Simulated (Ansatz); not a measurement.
Base system: B (space group I4_132, No. 214; a hypothetical phase, not in the database extracts checked).

```
CELL_PARAMETERS angstrom
     -2.31651     2.31651     2.31651
      2.31651    -2.31651     2.31651
      2.31651     2.31651    -2.31651
ATOMIC_POSITIONS crystal
  B  0.00000 0.25000 0.50000
  B  0.25000 0.50000 0.00000
  B  0.50000 0.00000 0.25000
  B  0.25000 0.25000 0.25000
```

Level of theory: Ansatz (an electronic-structure program), PBEsol, PAW, cutoff 420 eV, without spin-orbit coupling.

Base values:

| Property | Result |
|---|---|
| Gap between the host's bands | 1.41 eV |

One thing is altered: 0.0746 electrons added to each cell, a density of 1.5×10^21 cm⁻³, with a uniform compensating background at fixed cell and a 300 K Fermi–Dirac width.

Problem. Estimate the effect on the gap between the host's bands and Fermi level from band edge.

Solution. The gap between the host's bands shrinks by 0.02 eV, from 1.41 eV to 1.39 eV; the Fermi level relative to the doped band's edge (positive inside the band; to 0.05 eV) amounts to +0.15 eV.

Carriers are added with a uniform compensating background; total energy and stress of such cells depend on the potential's zero and are not compared; many-body gap narrowing is missing at this level. Stability against distortions was not tested.
